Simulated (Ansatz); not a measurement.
Cr_Si in metastable 2H silicon carbide (start: the Si site; 96-site cell, 2×2×2 shifted sampling). These are PBE, PAW (plane waves to 420 eV; Ansatz, a quantum-chemistry and plane-wave program) values and carry that method's errors. Total energies of the localised charge states, counted from that of charge 0, and their image corrections (point charge with alignment); the host's valence-band maximum lies at 9.434 eV on the cells' energy zero and its gap is 2.31 eV.

| charge | moment (μB) | E − E(first) (eV) | correction (eV) |
|---|---|---|---|
| 0 | 2.0 | 0.000 | 0.000 |
| −1 | 3.0 | 11.396 | 0.106 |

Problem. Derive the transition levels above the valence-band maximum and say which of them are thermodynamic.

Solution. A level is the Fermi energy at which two charges have equal formation energy: ε(q/q′) = [E(q′) + corr(q′) − E(q) − corr(q)] / (q − q′) − E_VBM.
ε(0/−1) = [(11.396 + 0.106) − (0.000 + 0.000)] / 1 − 9.434 = 2.07 eV
Thermodynamic levels at least 0.1 eV inside the gap: (0/−1) at 2.07 eV. They hold to tenths of an eV in this cell. Only the charges listed were compared. Charge +1 has its level within 0.1 eV of a band edge or past it. Charge −2 has its level within 0.1 eV of a band edge or past it. Flagged in the runs: a host whose relaxation on this sampling wasn't shown to rest, host ions not shown at rest.
